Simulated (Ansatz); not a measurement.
Cost and result by functional for the surface energy of the (11-21) surface of hcp Lu in its 1x1 cell, outermost plane spacing 0.83 Å in the ideal cut, in Ansatz (plane waves, PAW). Single points on the PBE structure, on one kind of machine; costs are rough ratios of the slab run's core time (references not counted) to the cheapest single point. r2SCAN's cost holds its higher cutoff (500 against 420 eV). Differences are taken against r2SCAN for comparison alone: no measured value is at hand, so the table doesn't rank accuracy.

Model: 13-atom slab, 10.0 Å thick at the start (thin: gaps and levels are the slab's own), 7x7x1 mesh, Fermi-Dirac 0.1 eV, dipole correction, all atoms relaxed; symmetry of the start imposed; no spin, no spin-orbit, no U. These notes are the PBE run's.

```csv
functional,relative cost,surface energy (J/m²),less r2SCAN (J/m²)
LDA,1,1.43,0.05
PBEsol,1,1.37,0.00
RPBE,1,1.14,-0.23
r2SCAN,2,1.37,0.00
PBE (the relaxed run's value),–,1.25,-0.13
```

The values span 0.28 J/m², while the single points' costs differ by a factor of roughly 2. Differences are of unrounded values.

Ansatz is a quantum-chemistry and plane-wave program.
